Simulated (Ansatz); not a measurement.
Results of PBEsol (Ansatz, a first-principles code, plane waves, PAW) for Bi2Te2S (R3m, No. 160, 5 atoms in the cell; start mp-1227335; a measured phase of this formula has another space group).

Settings: plane-wave cutoff 520 eV, 10×10×10 k mesh, Fermi–Dirac smearing 0.01 eV, scalar-relativistic PAW data made under PBE.

Cell (relaxed at this level):

```xyz
5
Lattice="2.1273 1.2282 9.7275 -2.1273 1.2282 9.7275 0.0000 -2.4564 9.7275" Properties=species:S:1:pos:R:3 pbc="T T T"
Bi     0.0000     0.0000    11.7389
Bi     0.0000     0.0000    17.2914
Te     0.0000     0.0000    29.0449
Te     0.0000     0.0000    23.2300
S      0.0000     0.0000     6.2425
```

### Question
What does this level give for the band gap?

### Answer

- band gap: 0.60 eV

Spin–orbit coupling is not included; with these elements it can move the gap by several tenths of an eV or more.

Static lattice: no zero-point or thermal effects.

It cost around 70 core-seconds (rough) of CPU time.

A start named mp-… is a Materials Project structure, which need not be a measured phase.
